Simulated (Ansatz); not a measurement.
Pb vacancy (V_Pb) (rock-salt PbS host)

Method: PBE, PAW (plane waves to 420 eV; Ansatz, a quantum-chemistry and plane-wave program). A supercell of 64 sites (2×2×2 repeats of a cell of 8 atoms) was used; the energies come from a 2×2×2 shifted sampling of its zone. Site at the start: the Pb site. Finite-size correction: monopole term and site-potential alignment. Dielectric constants: PBE linear response of the host. Host gap at this level: 0.49 eV. These values are not converged in cell size to better than tenths of an eV.  Spin–orbit coupling is left out, which matters for these heavy elements. Each state is the lowest found from its start.

Formation energies E_f are given with the Fermi level at the valence-band maximum. Chemical conditions: Pb-rich (Δμ(Pb) = 0.00 eV; only phases computed here count, gases as isolated molecules at 0 K); S-rich (Δμ(Pb) = -1.11 eV; only phases computed here count, gases as isolated molecules at 0 K). Reference phases: Pb: fcc Pb.

Charges with a result: +1, 0, −1, −2. Others weren't obtained, and one of them could lie lower, also by skipping a charge.

| charge | moment (μB) | largest move off a lattice site (Å) | image correction with alignment (eV) | E_f, Pb-rich (eV) | E_f, S-rich (eV) |
|---|---|---|---|---|---|
| +1† | fractional | 0.10 | -0.33 | – | – |
| 0† | not spin-polarised | 0.11 | 0.00 | 2.63 | 1.53 |
| −1† | quenched | 0.11 | 0.31 | – | – |
| −2† | not spin-polarised | 0.11 | 0.59 | – | – |

† Not settled in this cell, so no level is given: charge +1: fractional moment, a level filled in part, carriers not clearly localised, level within 0.1 eV of a band edge or past it; charge 0: a level filled in part, carriers not clearly localised, level within 0.1 eV of a band edge or past it; charge −1: a level filled in part, carriers not clearly localised, level within 0.1 eV of a band edge or past it; charge −2: carriers not clearly localised.

Starting moments that weren't kept: charge −1 began with 1 μB and ended with 0.0.

All states together cost very roughly 5 core-hours.
